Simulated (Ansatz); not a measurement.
Consider SrVO₃ in the cubic perovskite structure (space group Pm-3m, No. 221; a = 3.8094 Å).

The values are results of PBEsol, PAW, 420 eV (Ansatz, a program for electronic structure; no spin-orbit coupling), not measurements.

One change was made to it. Results:

```tsv
quantity	base	after
density	5.60 g/cm³	4.62 g/cm³
shortest interatomic distance	1.905 Å	1.986 Å
```

Task: Which change produced these results?
A. O → C
B. Sr → Be
C. V → Cr

Result: A, O → C. For comparison, the density in the other runs: Sr → Be gives 3.61 g/cm³; V → Cr gives 5.73 g/cm³.

Whether these cells are dynamically stable was not tested. As relaxed here, SrVC3 and BeVO3 are hypothetical phases, not in the database extracts checked. For SrCrO3 in this form, whether it has been made was not checked. Seeded moments were not kept for O → C, the base and Sr → Be. No Hubbard U is applied and the magnetic state is the run's own (SrCrO3 ferromagnetic); other magnetic orders, which need larger cells, were not tried and can change the gap. Spin-polarised in the final run: SrCrO3; the other runs are not. An odd electron count without spin: SrVC3, SrVO3 and BeVO3.
